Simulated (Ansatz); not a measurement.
## Point defect Se vacancy (broken-bond start) in zinc-blende ZnSe

Level of theory: PBE, PAW (plane waves to 420 eV; Ansatz, an electronic-structure program). Cell: 64 sites, 2×2×2 repeats of a cell of 8 atoms; final energies on a 2×2×2 shifted mesh. Sites at the start: the Se site; a neighbour pushed 0.95 Å away from the vacancy. Charged cells carry a point-charge image correction with potential alignment at far atoms. Dielectric constants: PBE linear response of the host. Host gap at this level: 1.15 eV. These values are not converged in cell size to better than tenths of an eV. PBE underestimates the host's gap, which shifts levels and can delocalise carriers. Spin–orbit coupling is left out. Each state is the lowest found from its start.

Formation energies E_f are given with the Fermi level at the valence-band maximum. Chemical conditions: Se-rich (Δμ(Se) = 0.00 eV; only phases computed here count, gases as isolated molecules at 0 K); Zn-rich (Δμ(Se) = -1.43 eV; only phases computed here count, gases as isolated molecules at 0 K). Reference phases: Se: trigonal Se.

Charges with a result: +2, +1, 0. Others weren't obtained, and one of them could lie lower, also by skipping a charge.

```
charge         moment (μB)  largest move off a lattice site (Å)  image correction with alignment (eV)  E_f, Se-rich (eV)  E_f, Zn-rich (eV)
------  ------------------  -----------------------------------  ------------------------------------  -----------------  -----------------
+2      not spin-polarised                                 0.60                                  0.16               1.46               0.03
+1                     1.0                                 0.38                                 -0.06               2.90               1.48
0       not spin-polarised                                 0.78                                  0.02               3.44               2.02
```

No other site or start that was run ended lower by more than 0.1 eV.

Transition levels above the valence-band maximum: ε(+2/+1) = 1.45 eV; ε(+1/0) = 0.54 eV. On the lower envelope of the bound states, inside the gap: (+2/0) at 0.99 eV; the others aren't thermodynamic.

Flagged in the runs: a strain field that reaches the edge of the cell.
